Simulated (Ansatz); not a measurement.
**A computed series for Mo: response to strain**

The parent structure is Mo in the bcc (W type) structure (space group Im-3m, No. 229; a = 3.112 Å; relaxed with 0.1 eV smearing). Axes: x, y, z lie along the cube axes.

Strains are applied to the cell and any free atomic positions relax.

Calculations: LDA, PAW, 420 eV (Ansatz, a quantum-chemistry and plane-wave program; without spin-orbit coupling).

Notes on the quantities. energy relative to the base: free energy F.

```csv
uniaxial strain ε_zz (%),energy relative to the base (meV/atom)
-3,23.2
-2.5,15.9
-2,?
-1.5,5.6
-1,2.5
-0.5,0.6
0,0.0
```

Fit ΔE = Aε² + Bε³ (ε in %) to the rows shown and predict the withheld row.

Least squares on the printed values gives A = 2.40 and B = -0.058 meV/atom (largest residual 0.0 meV/atom); this predicts 10.1 meV/atom, and the run gives 10.1 meV/atom, in agreement.

No phonon test of stability was made. All final runs are without spin polarisation.
